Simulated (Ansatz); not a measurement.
Consider Li in the bcc (W type) structure (space group Im-3m, No. 229; a = 3.476 Å).

Level of theory: r2SCAN/PAW in Ansatz (an electronic-structure program), no spin-orbit coupling, earlier PAW set.

Before the change:

```
Property               Value
-------------------  -------
Lattice parameter a  3.476 Å
```

Perturbation: K takes the place of Li on all its sites, then cell and atoms are relaxed.

Problem. What does the calculation give for the lattice parameter a after the change?

Solution. The lattice parameter a rises by 1.870 Å (3.476 Å → 5.346 Å).

Stability against distortions was not tested.
